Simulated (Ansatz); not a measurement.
Density of states of NbRh (P4/mmm) near the Fermi level, PBEsol, rigid bands (Ansatz, a program for electronic structure).

(E − E_F (eV), states/eV/cell): (-1.95, 3.22); (-1.85, 2.53); (-1.75, 2.50); (-1.65, 2.32); (-1.55, 1.96); (-1.45, 1.82); (-1.35, 1.87); (-1.25, 2.04); (-1.15, 2.10); (-1.05, 2.26); (-0.95, 2.58); (-0.85, 2.73); (-0.75, 2.85); (-0.65, 2.88); (-0.55, 2.44); (-0.45, 1.99); (-0.35, 1.84); (-0.25, 1.72); (-0.15, 1.65); (-0.05, 1.61); (0.05, 1.62); (0.15, 1.65); (0.25, 1.62); (0.35, 1.55); (0.45, 1.33); (0.55, 1.17); (0.65, 1.29); (0.75, 1.25); (0.85, 1.23); (0.95, 1.24); (1.05, 1.32); (1.15, 1.33); (1.25, 1.42); (1.35, 2.09); (1.45, 2.53); (1.55, 2.99); (1.65, 2.70); (1.75, 2.21); (1.85, 2.04)

Task: With 2 atoms a cell, what bare Sommerfeld coefficient γ = (π²/3) k_B² N(E_F) follows?

Result: N(E_F) ≈ 1.61 states/eV a cell at 300 K, so γ ≈ 1.90 mJ/(mol of atoms·K²), before electron-phonon enhancement.

Task: How far does the Fermi level move in a rigid band for 0.1 electron a cell added or removed?

Result: 62 meV and -62 meV.

A metal at this level (no band gap); rigid bands, thermally averaged at 300 K, both spins. Spin-orbit coupling is left out. Geometry: cell and atoms relaxed with PBEsol.

Formula and space group known from diffraction (Crystallography Open Database), not checked to be the room-temperature form: NbRh (P4/mmm).
